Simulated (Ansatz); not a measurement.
Ansatz (an electronic-structure program) run on NaH (Fm-3m, 2 atoms in the cell): self-consistent single point.

Method: PBE (plane waves, PAW; Ansatz).

The change in words: lattice scaled by 0.98; basis.ecutwfc: 420 eV → 460 eV. Reference geometry:
```
CELL_PARAMETERS angstrom
      0.00000     2.42780     2.42780
      2.42780     0.00000     2.42780
      2.42780     2.42780     0.00000
ATOMIC_POSITIONS crystal
  Na 0.00000 0.00000 0.00000
  H  0.50000 0.50000 0.50000
```

Reference input (self-consistent single point, DFT, PBE, plane waves, default PAW files): basis.ecutwfc = 420 eV; kpoints.mp_grid.grid = 9 9 9; hamiltonian.xc = pbe; hamiltonian.pseudopotentials = {kind: paw} (the program's default PAW files); scf.occupations.method = fermi_dirac; scf.occupations.width = 0.01 eV. This run's input differs from it in these lines:

Ansatz 0.2 input:
```diff
@@ -3,5 +3,5 @@
   lattice:
-    - [0.000000, 2.427800, 2.427800]
-    - [2.427800, 0.000000, 2.427800]
-    - [2.427800, 2.427800, 0.000000]
+    - [0.000000, 2.379244, 2.379244]
+    - [2.379244, 0.000000, 2.379244]
+    - [2.379244, 2.379244, 0.000000]
   atoms:
@@ -10,3 +10,3 @@
 basis:
-  ecutwfc: 420.0 eV
+  ecutwfc: 460.0 eV
 kpoints:
```

Output (repeated stretches shortened):

```
SCF iter   1: F=—  HF=-1502.677509 eV  |F-HF|=—  |Δ(HF+E_count)|=         —  Δρ=6.16e-4  dr2=6.64e-5  ethr=1.77e-3  ⟨swp⟩=6.0  Hψ=2158  notcnv=0
all-band conjugate gradients solve this SCF's bands
preconditioner: auto → none
SCF iter   2: F=—  HF=-1502.677346 eV  |F-HF|=—  |Δ(HF+E_count)|=   1.63e-4  Δρ=3.85e-4  dr2=3.30e-5  ethr=6.64e-7  ⟨swp⟩=2.3  Hψ=904  notcnv=0
SCF iter   3: F=—  HF=-1502.677378 eV  |F-HF|=—  |Δ(HF+E_count)|=   3.21e-5  Δρ=3.94e-4  dr2=3.37e-5  ethr=3.30e-7  ⟨swp⟩=2.6  Hψ=599  notcnv=0
SCF iter   4: F=—  HF=-1502.677366 eV  |F-HF|=—  |Δ(HF+E_count)|=   1.16e-5  Δρ=1.55e-4  dr2=5.02e-6  ethr=3.30e-7  ⟨swp⟩=1.3  Hψ=327  notcnv=0
iter 5 did not close the SCF: its close was put off for the readings that it lacked (scf_convergence_deferred on its scf_iter line)
SCF iter   5: F=-1502.677364 eV  HF=-1502.677364 eV  |F-HF|=3.19e-8  |Δ(HF+E_count)|=   2.01e-6  Δρ=1.71e-5  dr2=3.52e-8  ethr=5.02e-8  ⟨swp⟩=1.8  Hψ=344  notcnv=0
SCF iter   6: F=-1502.677364 eV  HF=-1502.677364 eV  |F-HF|=6.84e-9  |Δ(HF+E_count)|=   1.05e-8  Δρ=8.15e-6  dr2=1.31e-8  ethr=3.52e-10  ⟨swp⟩=2.7  Hψ=971  notcnv=0
SCF 1 converged in 6 iterations: F = -1502.677364 eV  dr2 = 1.31e-8
Free energy (F): -1502.677364 eV
Internal energy: -1502.677364 eV  (E = F + TS)
E sigma→0 (E₀):  -1502.677364 eV
Fermi energy:    3.078680 eV
--- Forces (eV/Å), atoms counted from 1 ---
  atom   1  Na    -0.00000000     0.00000000    -0.00000000
  atom   2  H      0.00000000    -0.00000000    -0.00000000
--- Stress (GPa, compression-positive) ---
        1.161229      -0.000000       0.000000
        0.000000       1.161229       0.000000
        0.000000       0.000000       1.161229
  P = ⅓ Tr σ = 1.1612 GPa (11.612 kbar)
  The stress holds the Pulay correction. Without it, at fixed plane waves, as pw.x and ABINIT print it: P = 1.1215 GPa
```

The run converged in 6 iterations. Against the reference run the free energy rises by 1.4 meV/atom, the pressure goes from -0.33 to 1.16 GPa and the gap on the mesh goes from 4.039 to 4.155 eV. The full log also holds: “iter 5 did not close the SCF: its close was put off for the readings that it lacked (scf_convergence_deferred on its scf_iter line)”.

The starting cell has typed, rounded lattice constants, without a prior relaxation at this level. Its lattice was rescaled by up to half a per cent. For this run, on top of that: lattice scaled by 0.98. Ansatz's pressure includes its estimate of the finite-basis (Pulay) stress.
